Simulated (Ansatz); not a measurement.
**A computed series for GaP: response to strain**

Consider GaP in the zinc blende structure (space group F-43m, No. 216; a = 5.391 Å). Axes: x, y, z lie along the cube axes.

Strains are applied to the cell and any free atomic positions relax; under biaxial strain the out-of-plane vector relaxes too.

Method: Ansatz (an electronic-structure program), LDA, PAW, cutoff 420 eV, spin-orbit coupling left out.

Notes on the quantities. energy relative to the base: free energy F.

| biaxial strain, plane normal [001], relaxed out of plane (%) | energy relative to the base (meV/atom) |
|---|---|
| -3 | 17.5 |
| -2.5 | 12.0 |
| -2 | 7.6 |
| -1.5 | 4.2 |
| -1 | ? |
| -0.5 | 0.5 |
| 0 | 0.0 |

### Question
Fit ΔE = Aε² + Bε³ (ε in %) to the rows shown and predict the withheld row.

### Answer
Least squares on the printed values gives A = 1.80 and B = -0.047 meV/atom (largest residual 0.0 meV/atom); this predicts 1.9 meV/atom, and the run gives 1.9 meV/atom, in agreement.

Stability against distortions was not tested.
